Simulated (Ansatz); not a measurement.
Consider ZrO2 in the fluorite structure (space group Fm-3m, No. 225; a = 5.116 Å).

Levels (all Ansatz, a program for electronic structure, PAW): PBE (420 eV, spin-orbit coupling left out); HSE06 (420 eV, no spin-orbit coupling).

Its gap is 3.32 eV with PBE and 4.93 eV with HSE06.

The change: every lattice vector is stretched by 5.38 %, atoms relaxed at fixed cell.

With PBE the gap becomes 2.86 eV.

If the HSE06 correction stayed the same, what would the HSE06 gap be, and what does the HSE06 run give?

A rigid correction of +1.61 eV gives 4.47 eV. The HSE06 run gives 4.38 eV, so the correction itself changes by -0.09 eV.

Single points use the geometry relaxed with PBE. The hybrid gap comes from the SCF mesh plus the semilocal run's edge points and a few special points and is an upper bound. The cells carry an imposed strain or load. No phonon test of stability was made. This is not the structure that ZrO2 has at room temperature and ambient pressure.
